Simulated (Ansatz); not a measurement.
```yaml
crystal:
  lattice:
    - [3.89247, -2.29297, 0.00000]
    - [3.89247, 2.29297, 0.00000]
    - [0.00000, 0.00000, 4.11432]
  atoms:
    - { symbol: B, position: [0.00429, 0.32500, 0.56771] }
    - { symbol: B, position: [0.99571, 0.67500, 0.06771] }
    - { symbol: B, position: [0.67500, 0.99571, 0.56771] }
    - { symbol: B, position: [0.32500, 0.00429, 0.06771] }
    - { symbol: O, position: [0.74895, 0.25105, 0.49667] }
    - { symbol: O, position: [0.25105, 0.74895, 0.99667] }
    - { symbol: O, position: [0.92452, 0.66131, 0.42025] }
    - { symbol: O, position: [0.07548, 0.33869, 0.92025] }
    - { symbol: O, position: [0.33869, 0.07548, 0.42025] }
    - { symbol: O, position: [0.66131, 0.92452, 0.92025] }
```

No spin polarisation.

Method: Ansatz (a program for electronic structure) PBEsol, no SOC. Settings: 8×8×8 k-points, 0.05 eV Fermi–Dirac smearing.

What is the computed band gap?

8.59 eV.

Predict the gap character.

Indirect, k = (0.125, -0.125, 3/8) in the run's primitive reciprocal basis → Γ.

What is the computed width of the top valence band?

0.56 eV.

Load acts through the strain it causes; cell and atoms are relaxed under it. No phonon test of stability was made. The cell was made from B₂O₃ (space group Cmc2_1, No. 36; a cell from a computed database, its experimental status unchecked) by this change: pressure 3 GPa.
